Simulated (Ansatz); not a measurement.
# A constructed model of the (111) surface of fcc Al, a pseudomorphic layer of W in the other hollow (bottom of the slab: a bare face, its two planes held)

Level of theory: PBE (plane waves to 420 eV, PAW; Ansatz, a program for electronic structure).

Slab: 7 atoms, 14.1 Å thick at the start with caps and adatoms; k 15x15x1, smearing 0.1 eV, dipole-corrected; 2 atoms held, the rest relaxed; symmetry of the start imposed; no spin, no spin-orbit, no U. In PBE it lies 0.09 eV a 1x1 cell over the lowest computed structure of the same composition (a pseudomorphic layer of W in the host's stacking).

```
Property                                               Value
-----------------------------  -----------------------------
work function of the top face                        5.54 eV
energy released by relaxation                        0.20 eV
cost                           very roughly 120 core-seconds
```
